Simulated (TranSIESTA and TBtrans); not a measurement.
**Ag chain with one C atom inserted**

Junction: Ag chain with one C atom inserted. Leads: straight Ag chain, spacing 2.65 Å. Geometry: 3 atoms about the centre moved by SIESTA (PBE, DZP) to a largest force of 0.01 eV/Å, all others as built, motion along the axis alone.

Method: TranSIESTA and TBtrans, PBE, DZP numerical orbitals (energy shift 0.15 eV), PseudoDojo norm-conserving scalar-relativistic potentials, mesh cutoff 200 Ry, 300 K, no spin polarisation, no spin-orbit coupling; self-consistent non-equilibrium Green functions.

```
Property                           Value
---------------------------------  -----
Conductance at 300 K (G0 = 2e²/h)   0.67
Thermopower (μV/K)                   4.4
Mean T from −0.5 to 0.5 eV          0.66
```

Energies count from the leads' Fermi level. Transmissions are for one spin of a degenerate pair. The energy step is 0.01 eV; narrower resonances are cut or missed.

| E (eV) | T | lead channels |
|---|---|---|
| -2.00 | 0.060 | band edge |
| -1.90 | 0.033 | 3 |
| -1.80 | 0.016 | 3 |
| -1.70 | 0.0065 | 3 |
| -1.60 | 0.0014 | 3 |
| -1.50 | 7.8e-5 | 1 |
| -1.40 | 0 | 0 |
| -1.30 | 0 | 0 |
| -1.20 | 0 | 0 |
| -1.10 | 0.61 | band edge |
| -1.00 | 0.82 | 1 |
| -0.90 | 0.77 | 1 |
| -0.80 | 0.76 | 1 |
| -0.70 | 0.77 | 1 |
| -0.60 | 0.78 | 1 |
| -0.50 | 0.78 | 1 |
| -0.40 | 0.78 | 1 |
| -0.30 | 0.77 | 1 |
| -0.20 | 0.74 | 1 |
| -0.10 | 0.71 | 1 |
| 0.00 | 0.67 | 1 |
| 0.10 | 0.63 | 1 |
| 0.20 | 0.59 | 1 |
| 0.30 | 0.55 | 1 |
| 0.40 | 0.51 | 1 |
| 0.50 | 0.48 | 1 |
| 0.60 | 0.44 | 1 |
| 0.70 | 0.42 | 1 |
| 0.80 | 0.39 | 1 |
| 0.90 | 0.37 | 1 |
| 1.00 | 0.35 | 1 |
| 1.10 | 0.33 | 1 |
| 1.20 | 0.32 | 1 |
| 1.30 | 0.30 | 1 |
| 1.40 | 0.29 | 1 |
| 1.50 | 0.28 | 1 |
| 1.60 | 0.27 | 1 |
| 1.70 | 0.26 | 1 |
| 1.80 | 0.25 | 1 |
| 1.90 | 0.24 | 1 |
| 2.00 | 0.23 | 1 |

The straight chain is held at its spacing; free chains may zigzag or dimerise. No spin-polarised start was tried, so a magnetic state, if there is one, is missed.
